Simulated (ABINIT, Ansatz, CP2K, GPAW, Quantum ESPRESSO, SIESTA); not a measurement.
Code comparison for PtAl2 (Fm-3m, 3 atoms in the cell)

Self-consistent single point.

```yaml
crystal:
  lattice:
    - [0.00000, 2.94407, 2.94407]
    - [2.94407, 0.00000, 2.94407]
    - [2.94407, 2.94407, 0.00000]
  atoms:
    - { symbol: Al, position: [0.25000, 0.25000, 0.25000] }
    - { symbol: Al, position: [0.75000, 0.75000, 0.75000] }
    - { symbol: Pt, position: [0.00000, 0.00000, 0.00000] }
```

All programs got the same cell, k-point mesh and kind of occupations (in Ansatz's words: kpoints.mp_grid.grid = 8 8 8; scf.occupations.method = fermi_dirac; scf.occupations.width = 0.136 eV); potentials, basis and cutoffs are each program's usual ones.

```tsv
code	model	pressure (GPa)	k-points	cutoff
Ansatz	PBE, default PAW files	4.10	29	default
Quantum ESPRESSO	PBE, PSlibrary ultrasoft (PBE) pseudopotentials	4.47	29	45 Ry
SIESTA	GGA PBE, numerical atomic orbitals DZP, PseudoDojo PBE standard norm-conserving potentials (rewritten from UPF to PSML)	4.81	296	grid 300 Ry
CP2K	PBE, GPW, DZVP-MOLOPT-SR-GTH basis, GTH-PBE potentials (GTH_POTENTIALS)	4.09	260	grid 500 Ry
GPAW	PBE, GPAW PAW datasets PBE (gpaw-data 1.0.1)	4.61	29	550 eV
ABINIT	PBE, PAW (JTH v2.0 PBE PAW)	4.00	29	571 eV
```

The spread over the programs that give each value: pressure within 0.81 GPa.

The starting cell has typed, rounded lattice constants, without a prior relaxation at this level. Its lattice was rescaled by a random factor within 2.5 % of one. On Ansatz's run: Spin-orbit coupling is off. Spin polarisation is off. In the base run, with a pressure of about 4 GPa the cell is away from its equilibrium volume at this level.

Task: Why do the programs differ, and what cannot be compared?

Result: Differences of this kind can come from the potentials, where these differ, and from what each basis and cutoff leave unconverged. The valence holds different numbers of electrons (Ansatz (an electronic-structure program) 24, Quantum ESPRESSO 16, SIESTA 24, CP2K 24, GPAW 22, ABINIT 16). The zero of total energies and Fermi levels follows the potentials and each program's conventions, so they are not compared here. SIESTA and CP2K use small atom-centred bases, whose incompleteness enters pressures, forces and empty levels differently from a plane-wave cutoff. Ansatz's pressure is given at a fixed set of plane waves, as the other plane-wave codes print theirs; with its correction for the finite basis it is 4.16 GPa. The programs reduce the same mesh by symmetry to different extents, which changes the work and not the result.

Left out of this page: Elk and FLEUR (not drawn, or without a comparable value).

Keys are those of Ansatz 0.2.
